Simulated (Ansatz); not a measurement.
N interstitial started as a split pair with N in wurtzite GaN (start: split with N; 192-site cell, 2×2×2 shifted sampling). Level of theory: PBE, PAW (plane waves to 420 eV; Ansatz, a quantum-chemistry and plane-wave program). Total energies of the localised charge states, counted from that of charge +1, and their image corrections (point charge with alignment); the host's valence-band maximum lies at 9.261 eV on the cells' energy zero and its gap is 1.71 eV.

```tsv
charge	moment (μB)	E − E(first) (eV)	correction (eV)
+1	2.0	0.000	0.175
0	1.0	10.720	0.000
```

**Question.** Derive the transition levels above the valence-band maximum and say which of them are thermodynamic.

**Answer.** A level is the Fermi energy at which two charges have equal formation energy: ε(q/q′) = [E(q′) + corr(q′) − E(q) − corr(q)] / (q − q′) − E_VBM.
ε(+1/0) = [(10.720 + 0.000) − (0.000 + 0.175)] / 1 − 9.261 = 1.28 eV
Thermodynamic levels at least 0.1 eV inside the gap: (+1/0) at 1.28 eV. They hold to tenths of an eV in this cell. Charges with a result: +3, +2, +1, 0, −1. Others weren't obtained, and one of them could lie lower, also by skipping a charge. Charge +3 has its level within 0.1 eV of a band edge or past it. Charge +2 has its level within 0.1 eV of a band edge or past it. Charge −1 has its level within 0.1 eV of a band edge or past it. The geometries come from one start. Flagged in the runs: a host whose relaxation on this sampling wasn't shown to rest, a strain field that reaches the edge of the cell.
